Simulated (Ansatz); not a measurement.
**Ansatz (a quantum-chemistry and plane-wave program) run on P (R-3m, 2 atoms in the cell): self-consistent single point**

Computed with LDA (PW92), default PAW files made with PBE (plane waves; Ansatz).

Input as run:

Ansatz 0.2 input:
```yaml
crystal:
  lattice:
    - [1.73090200, 0.99933700, 3.13906900]
    - [-1.73090200, 0.99933700, 3.13906900]
    - [0.00000000, -1.99867400, 3.13906900]
  atoms:
    - { symbol: P, position: [0.22708000, 0.22708000, 0.22708000] }
    - { symbol: P, position: [0.77292000, 0.77292000, 0.77292000] }
basis:
  ecutwfc: 420.0
kpoints:
  mp_grid:
    grid: [11, 11, 11]
hamiltonian:
  xc: lda
  pseudopotentials:
    kind: paw
scf:
  occupations:
    method: gaussian
    width: 0.1
output:
  forces: true
  eigenvalues: true
  stress: true
```

Output, abridged:

```
WARN ansatz: RAYON_NUM_THREADS=1 ignored (pool sized by the plan → 1); use --threads N
Pseudopotentials: kind: paw
Pseudopotential: P, paw, valence charge 5
Crystal: 2 atoms, lattice volume = 32.579 Å³
Basis set: ecut = 420 eV, 629 PW (Γ)
Bands: 9, of which v1, the nominal top of the filled ones, is band 5 counted from 1 (4 counted from 0)
Symmetry: 12 space group operations
Space group: R-3m (ITA 166), of the structure as read, at distance tolerance 3.2e-5 Å
k-points: 146 of 1331
PAW frozen core: P, regenerated for the run's functional, and the local potential with it
Initial density: superposition of atomic densities (neutral atoms: chi_scale 0, normalization atom), corrected by the library's trained network
Initial wavefunctions: pseudopotential atomic-orbital guess
Eigensolver: davidson
Functional: x = slater, c = lda
SCF iter   1: F=—  HF=-1451.966541 eV  |F-HF|=—  |Δ(HF+E_count)|=         —  Δρ=4.77e-3  dr2=5.60e-3  ethr=1.77e-3  ⟨swp⟩=6.5  Hψ=11555  notcnv=0
all-band conjugate gradients solve this SCF's bands
preconditioner: auto → none
SCF iter   2: F=—  HF=-1451.964488 eV  |F-HF|=—  |Δ(HF+E_count)|=   2.05e-3  Δρ=2.64e-3  dr2=1.82e-3  ethr=5.60e-5  ⟨swp⟩=1.9  Hψ=2866  notcnv=0
SCF iter   3: F=—  HF=-1451.963804 eV  |F-HF|=—  |Δ(HF+E_count)|=   6.84e-4  Δρ=4.60e-4  dr2=1.13e-4  ethr=1.82e-5  ⟨swp⟩=2.5  Hψ=2058  notcnv=0
SCF iter   4: F=—  HF=-1451.963757 eV  |F-HF|=—  |Δ(HF+E_count)|=   4.69e-5  Δρ=1.05e-4  dr2=2.61e-6  ethr=1.13e-6  ⟨swp⟩=2.8  Hψ=1953  notcnv=0
SCF iter   5: F=—  HF=-1451.963755 eV  |F-HF|=—  |Δ(HF+E_count)|=   2.35e-6  Δρ=2.63e-5  dr2=3.27e-7  ethr=2.61e-8  ⟨swp⟩=2.2  Hψ=2061  notcnv=0
SCF iter   6: F=-1451.963755 eV  HF=-1451.963755 eV  |F-HF|=9.32e-9  |Δ(HF+E_count)|=   1.29e-7  Δρ=5.54e-6  dr2=1.28e-8  ethr=1.00e-9  ⟨swp⟩=7.6  Hψ=7632  notcnv=0
SCF 1 converged in 6 iterations: F = -1451.963755 eV  dr2 = 1.28e-8
SCF converged after 6 iterations
Free energy (F): -1451.963755 eV
Harris-Foulkes:  -1451.963755 eV  (|F-HF|=9.32e-9)
Internal energy: -1451.961995 eV  (E = F + TS)
E sigma→0 (E₀):  -1451.962875 eV
Entropy (-TS):   -0.001760 eV (-0.880 meV/atom)
Fermi energy:    9.906338 eV
--- Per-component energies (eV) ---
  E_band       = 26.810720
  E_kinetic    = 141.060960
  E_local      = -79.872187  (includes V_loc(G=0)·N_el)
  E_nonlocal   = 70.070865
  E_hartree    = 17.125871
  E_xc         = -122.658615
  E_vxc        = -122.201507  (∫ρ·V_xc dr)
  E_paw        = -1079.933555  (= ΣΔE_a)
  E_vpaw       = -16.498743  (= ΣTr[D̂ρ^β])
  E_aug_tail   = 0.000007  (compensation charges beyond the density's cutoff)
  E_ewald      = -397.990044
  E_core_change = 0.234703  (= ΣΔE_core)
  E_smearing   = -0.001760  (= −TS)
  E_closure    = -0.000000  (closes the sum)
  Σ components = -1451.963755   (vs F -1451.963755, Δ=0.00e0)
--- Forces (eV/Å), atoms counted from 1 ---
  atom   1  P      0.00000000     0.00000000     0.17769494
  atom   2  P     -0.00000000    -0.00000000    -0.17769494
  max |Σ_I F_I| component: 1.85e-17 eV/Å
--- Stress (GPa, compression-positive) ---
       -3.528427      -0.000000      -0.000000
       -0.000000      -3.528427      -0.000000
       -0.000000      -0.000000      -4.276780
  P = ⅓ Tr σ = -3.7779 GPa (-37.779 kbar)
  The stress holds the Pulay correction. Without it, at fixed plane waves, as pw.x and ABINIT print it: P = -3.8335 GPa
--- Band table (eV; the first three rows and the last of 146) ---
  k-point 0: bands = ["-6.5245", "6.1963", "6.7729", "7.0122", "7.0122", "11.1404", "12.4684", "12.4684", "15.6219"]
  k-point 1: bands = ["-6.3920", "5.0838", "6.7262", "6.9069", "7.5845", "11.4974", "12.4354", "12.4465", "14.8114"]
  k-point 2: bands = ["-5.9961", "3.3703", "6.5405", "6.6599", "8.1905", "11.4596", "12.0364", "12.2827", "14.4717"]
  k-point 145: bands = ["-4.5076", "-0.8183", "5.9422", "6.7757", "9.2320", "10.2016", "10.9089", "12.8926", "17.5106"]
```

The run converged in 6 iterations.

The starting cell comes from a database of computed structures (which also holds hypothetical and non-ambient phases and stackings), without a prior relaxation at this level. Its lattice was rescaled by up to half a per cent. With a pressure of about -4 GPa the cell is away from its equilibrium volume at this level. Ansatz's pressure includes its estimate of the finite-basis (Pulay) stress.
